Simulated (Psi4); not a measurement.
Psi4 1.11, unrestricted TPSS/def2-svpd: Cu(Br)(k2OAc) (CC1[O][Cu]([Br])<-[O]=1), charge 0, multiplicity 2, 9 atoms. The geometry is a generated start, not checked to be a minimum at this level.

| Quantity | Value |
|---|---|
| task | energy |
| method | tpss |
| basis | def2-svpd |
| memory | 3 GB |
| maxiter | 100 |
| keys of the molecule block | symmetry c1 |
| scf_type | df (default) |
| guess | auto, which took SAD (default) |
| scf_initial_accelerator | adiis (default) |
| e_convergence | 1e-06 (default) |
| d_convergence | 1e-06 (default) |
| dft_radial_points | 75 (default) |
| dft_spherical_points | 302 (default) |
| basis functions | 185 |
| grid points | 193855 |

```xyz
9

Cu    -0.3508     2.1388    -0.0010
Br    -0.7128     4.2492     0.0213
C      0.2616    -1.5800    -0.0114
C      0.0208    -0.1142    -0.0159
O      0.9607     0.7281    -0.0234
O     -1.1387     0.3859     0.0036
H     -0.5507    -2.0890    -0.5205
H      1.2193    -1.7973    -0.4757
H      0.2905    -1.9214     1.0231
```

Charge 0 and multiplicity 2 are set for this test and not shown to be the ground state.

One run each on 2 threads. Values of diis_max_vecs tried: 3, 6, 10 (default), 20.

Question: Which value of diis_max_vecs needs the fewest SCF iterations, and what happens away from it?

Answer: Fewest SCF iterations, within one of each other: 10 (default) with 13, 20 with 14. The count rises to 15 at 6. The run ends without SCF convergence in 100 iterations at 3.

```json
[
 {"diis_max_vecs": "3", "SCF iterations": "100", "end": "no convergence"},
 {"diis_max_vecs": "6", "SCF iterations": "15", "end": "same solution"},
 {"diis_max_vecs": "10 (default)", "SCF iterations": "13", "end": "same solution"},
 {"diis_max_vecs": "20", "SCF iterations": "14", "end": "same solution"}
]
```
